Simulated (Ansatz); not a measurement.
## A computed series for C: response to strain

Take C in the diamond structure (space group Fd-3m, No. 227) as the base.

```
CELL_PARAMETERS angstrom
      0.00000     1.78014     1.78014
      1.78014     0.00000     1.78014
      1.78014     1.78014     0.00000
ATOMIC_POSITIONS crystal
  C  0.50000 0.50000 0.50000
  C  0.75000 0.75000 0.75000
```

Cartesian axes are those of the cell as printed.

Strains are applied to the cell and any free atomic positions relax; under biaxial strain the out-of-plane vector relaxes too.

All numbers come from r2SCAN (Ansatz, a program for electronic structure, PAW, scalar-relativistic without spin-orbit coupling), earlier PAW set.

Candidates:
(a) tensor shear ε_yz = +3.39 %
(b) biaxial strain −3.51 %, plane normal [001], relaxed out of plane
(c) biaxial strain +0.21 %, plane normal [110], relaxed out of plane

Base values:

- Band gap = 4.36 eV

### Question
Order them by band gap, lowest first.

### Answer
(a) tensor shear ε_yz = +3.39 % (3.59 eV), (b) biaxial strain −3.51 %, plane normal [001], relaxed out of plane (3.90 eV), (c) biaxial strain +0.21 %, plane normal [110], relaxed out of plane (4.33 eV)

A biaxial case was relaxed in a doubled cell and then solved in the primitive one. Gaps are read on the SCF mesh and a high-symmetry path. Whether these cells are dynamically stable was not tested.
